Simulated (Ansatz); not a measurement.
The reference is TiAl3 (space group I4/mmm, No. 139).

```
TiAl3
1.0
   -1.92294     1.92294     4.30997
    1.92294    -1.92294     4.30997
    1.92294     1.92294    -4.30997
Al Ti
3 1
Direct
  0.50000   0.50000   0.00000
  0.75000   0.25000   0.50000
  0.25000   0.75000   0.50000
  0.00000   0.00000   0.00000
```

Cartesian axes are those of the cell as printed.

The values are results of DFT with PBE, PAW potentials and a 420 eV plane-wave cutoff in Ansatz (a program for electronic structure), scalar-relativistic without spin-orbit coupling, not measurements.

Before the change:

The pressure is 0.0 GPa and the shortest interatomic distance is 2.719 Å.

It is then changed as follows: tensile biaxial strain of 4.03 % in the plane normal to [001], as in epitaxy on a mismatched substrate; the out-of-plane cell vector and the atoms relax.

Question: Estimate the effect on the pressure, energy relative to the base and shortest interatomic distance.

Answer: The pressure (mean of the normal stresses, compression positive) goes from zero to -5.7 GPa; the energy increases by 37 meV/atom; the shortest interatomic distance grows by 0.110 Å to 2.829 Å.

Without a gap, meshes like the base's 17×17×17 leave anisotropic stresses uncertain by several tenths of a GPa, and small strain energies with them. Stability against distortions was not tested. The final runs are not spin-polarised.
